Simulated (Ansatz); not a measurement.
**WS2: pressure series**

Take WS$_{2}$ (space group P6_3/mmc, No. 194; a = 3.154 Å, c = 12.141 Å; layered, stacked along the Cartesian z axis) as the base.

Cell and atoms are relaxed at each pressure.

Computed with PBE-D3(BJ) in Ansatz (plane waves to 420 eV, PAW, without spin-orbit coupling).

Candidates:
(a) pressure 1.5 GPa
(b) pressure 5 GPa
(c) pressure −1 GPa
(d) pressure 0.7 GPa
(e) pressure 3 GPa

Before the change:

The band gap is 0.88 eV.

### Question
Order them by band gap, lowest first.

### Answer
(b) pressure 5 GPa (0.61 eV), (e) pressure 3 GPa (0.70 eV), (a) pressure 1.5 GPa (0.78 eV), (d) pressure 0.7 GPa (0.84 eV), (c) pressure −1 GPa (0.98 eV)

With W present, leaving out spin-orbit coupling can change the band edges. Load acts through the strain it causes; cell and atoms are relaxed under it. Whether these cells are dynamically stable was not tested. Competing high-pressure phases were not computed.

Ansatz is a first-principles code.
